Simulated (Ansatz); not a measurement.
Input and output of a self-consistent single point for LaAl3Cu (I4mm, 5 atoms in the cell) (Ansatz, a quantum-chemistry and plane-wave program).

Method of the run: PBEsol, default PAW files made with PBE (plane waves; Ansatz).

The change in words: lattice scaled by 0.98; basis.ecutwfc: 30.9 Ry → 14 Ry. Reference geometry:
```
CELL_PARAMETERS angstrom
     -2.12922     2.12922     5.30752
      2.12922    -2.12922     5.30752
      2.12922     2.12922    -5.30752
ATOMIC_POSITIONS crystal
  La 0.00190 0.00190 0.00000
  Al 0.40289 0.40289 0.00000
  Al 0.24655 0.74655 0.50000
  Al 0.74655 0.24655 0.50000
  Cu 0.63082 0.63082 0.00000
```

Reference input (self-consistent single point, DFT, PBEsol, plane waves, default PAW files made with PBE): basis.ecutwfc = 30.9 Ry; kpoints.mp_grid.grid = 8 8 8; hamiltonian.xc = pbesol; hamiltonian.pseudopotentials = {kind: paw} (the program's default PAW files); scf.occupations.method = gaussian; scf.occupations.width = 0.0073 Ry. This run's input differs from it in these lines:

Ansatz 0.2 input:
```diff
@@ -3,5 +3,5 @@
   lattice:
-    - [-2.129225, 2.129225, 5.307519]
-    - [2.129225, -2.129225, 5.307519]
-    - [2.129225, 2.129225, -5.307519]
+    - [-2.086640, 2.086640, 5.201369]
+    - [2.086640, -2.086640, 5.201369]
+    - [2.086640, 2.086640, -5.201369]
   atoms:
@@ -13,3 +13,3 @@
 basis:
-  ecutwfc: 30.9 Ry
+  ecutwfc: 14.0 Ry
 kpoints:
```

Log, with long lists cut:

```
SCF iter   1: F=—  HF=-14306.719123 eV  |F-HF|=—  |Δ(HF+E_count)|=         —  Δρ=1.26e-1  dr2=6.71e0  ethr=1.77e-3  ⟨swp⟩=6.5  Hψ=6800  notcnv=0
all-band conjugate gradients solve this SCF's bands
preconditioner: auto → Kerker (q_TF=auto, 2.371 Å⁻¹)
SCF iter   2: F=—  HF=-14302.705507 eV  |F-HF|=—  |Δ(HF+E_count)|=    4.01e0  Δρ=1.66e-2  dr2=1.04e-1  ethr=1.77e-3  ⟨swp⟩=3.0  Hψ=3652  notcnv=0  defer=69
   [... lines left out ...]
SCF iter   5: F=—  HF=-14302.260697 eV  |F-HF|=—  |Δ(HF+E_count)|=   3.48e-4  Δρ=7.45e-4  dr2=8.75e-4  ethr=1.78e-5  ⟨swp⟩=2.1  Hψ=1834  notcnv=0  defer=71
SCF iter   6: F=—  HF=-14302.260489 eV  |F-HF|=—  |Δ(HF+E_count)|=   2.08e-4  Δρ=2.48e-4  dr2=2.83e-5  ethr=2.24e-6  ⟨swp⟩=2.0  Hψ=2014  notcnv=0  defer=71
SCF iter   7: F=—  HF=-14302.259469 eV  |F-HF|=—  |Δ(HF+E_count)|=   1.02e-3  Δρ=4.33e-5  dr2=1.18e-6  ethr=7.26e-8  ⟨swp⟩=2.0  Hψ=1925  notcnv=0  defer=71
SCF iter   8: F=-14302.259468 eV  HF=-14302.259468 eV  |F-HF|=1.71e-8  |Δ(HF+E_count)|=   2.59e-7  Δρ=5.77e-6  dr2=2.68e-8  ethr=2.56e-10  ⟨swp⟩=10.1  Hψ=6297  notcnv=0
SCF 1 converged in 8 iterations: F = -14302.259468 eV  dr2 = 2.68e-8
Free energy (F): -14302.259468 eV
Internal energy: -14302.255463 eV  (E = F + TS)
E sigma→0 (E₀):  -14302.257466 eV
Entropy (-TS):   -0.004005 eV (-0.801 meV/atom)
Fermi energy:    10.644992 eV
--- Forces (eV/Å), atoms counted from 1 ---
  atom   1  La    -0.00000000     0.00000000    -0.22607771
  atom   2  Al    -0.00000000     0.00000000     0.01640592
  atom   3  Al    -0.00000000    -0.00000000     0.16496285
  atom   4  Al     0.00000000     0.00000000     0.16496285
  atom   5  Cu     0.00000000     0.00000000    -0.12022734
--- Stress (GPa, compression-positive) ---
        8.497862      -0.000000       0.000000
       -0.000000       8.497862      -0.000000
       -0.000000       0.000000       9.827915
  P = ⅓ Tr σ = 8.9412 GPa (89.412 kbar)
  The stress holds the Pulay correction. Without it, at fixed plane waves, as pw.x and ABINIT print it: P = -167.0602 GPa
```

The run converged in 8 iterations. Against the reference run the free energy rises by 4.76 eV/atom, the pressure goes from -0.27 to 8.94 GPa and the largest force goes from 0.194 to 0.226 eV/Å.

The starting cell comes from a database of computed structures (which also holds hypothetical and non-ambient phases and stackings), without a prior relaxation at this level. Its lattice was rescaled by up to half a per cent. One atom was moved a little off its site on purpose. For this run, on top of that: lattice scaled by 0.98. Spin polarisation is off. Ansatz's pressure includes its estimate of the finite-basis (Pulay) stress. Without the estimate this run gives -167.06 GPa. The cutoff lies below the one recommended for these files.
